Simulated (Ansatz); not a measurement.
The starting structures come from a database of crystals and need not be the phases stable at ambient conditions.

## Evanescent states of LaBr₃ (P6_3/m, not sure to be the ambient phase, 8 atoms a cell, 31.7 Å³ an atom) along the normal of (110)

These are r2SCAN (plane waves, PAW; Ansatz, an electronic-structure program) values and carry that method's errors.

The gap is the functional's own, uncorrected, and κ follows it; spin-orbit coupling is left out. Mid-gap values are interpolated between the computed energies.

Energies count from the valence-band top; κ is the least over a 8×4 mesh across the current.

```json
[
 {"E (eV)": "0.09", "κ (1/Å)": "0.100", "where": "Γ"},
 {"E (eV)": "0.26", "κ (1/Å)": "0.168", "where": "Γ"},
 {"E (eV)": "0.42", "κ (1/Å)": "0.210", "where": "Γ"},
 {"E (eV)": "0.59", "κ (1/Å)": "0.242", "where": "Γ"},
 {"E (eV)": "0.77", "κ (1/Å)": "0.266", "where": "Γ"},
 {"E (eV)": "0.94", "κ (1/Å)": "0.287", "where": "Γ"},
 {"E (eV)": "1.10", "κ (1/Å)": "0.303", "where": "Γ"},
 {"E (eV)": "1.27", "κ (1/Å)": "0.317", "where": "Γ"},
 {"E (eV)": "1.45", "κ (1/Å)": "0.329", "where": "Γ"},
 {"E (eV)": "1.61", "κ (1/Å)": "0.339", "where": "Γ"},
 {"E (eV)": "1.78", "κ (1/Å)": "0.347", "where": "Γ"},
 {"E (eV)": "1.96", "κ (1/Å)": "0.353", "where": "Γ"},
 {"E (eV)": "2.12", "κ (1/Å)": "0.358", "where": "Γ"},
 {"E (eV)": "2.29", "κ (1/Å)": "0.362", "where": "Γ"},
 {"E (eV)": "2.46", "κ (1/Å)": "0.364", "where": "Γ"},
 {"E (eV)": "2.63", "κ (1/Å)": "0.366", "where": "Γ"},
 {"E (eV)": "2.81", "κ (1/Å)": "0.366", "where": "Γ"},
 {"E (eV)": "2.98", "κ (1/Å)": "0.365", "where": "Γ"},
 {"E (eV)": "3.15", "κ (1/Å)": "0.363", "where": "Γ"},
 {"E (eV)": "3.31", "κ (1/Å)": "0.361", "where": "Γ"},
 {"E (eV)": "3.48", "κ (1/Å)": "0.278", "where": "Γ"}
]
```

### Question
How thick must the barrier be to attenuate the transmission by 10^8 when the electrodes' Fermi level lies at 3.31 eV, and what attenuation does that film give at 2.81 eV?

### Answer
d = 8 ln 10 / (2 × 0.361) = 25.5 Å. At 2.81 eV it gives 8 × 0.366/0.361 = 8.1 decades.
